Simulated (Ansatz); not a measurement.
Density of states of SrO (Fm-3m) below the valence band maximum, PBEsol, rigid bands (Ansatz, an electronic-structure program); cell volume 33.6 Å³.

| energy from edge (eV) | 10⁻³ states/eV/cell |
|---|---|
| 0.006 | 131 |
| 0.031 | 342 |
| 0.056 | 500 |
| 0.081 | 1080 |
| 0.106 | 1680 |
| 0.131 | 2540 |
| 0.156 | 3000 |
| 0.181 | 3080 |
| 0.206 | 3170 |
| 0.231 | 3270 |
| 0.256 | 3380 |
| 0.281 | 3510 |
| 0.319 | 3750 |
| 0.344 | 3970 |
| 0.369 | 4240 |
| 0.394 | 5020 |
| 0.419 | 6790 |
| 0.444 | 8280 |
| 0.469 | 6680 |
| 0.494 | 5760 |
| 0.519 | 5280 |
| 0.544 | 4960 |
| 0.569 | 4740 |
| 0.594 | 4570 |

What effective density of states at 300 K does this give (∫ g(E) exp(−E/k_BT) dE, both spins, divided by the cell's size)?

2.5e20 cm⁻³, a density-of-states mass of 4.7 mₑ, valleys and band degeneracy included.

Spin-orbit coupling is left out; where it splits the top of the valence band, N_v and the p-type Seebeck coefficient come out somewhat high without it. Geometry: cell and atoms relaxed with PBEsol.
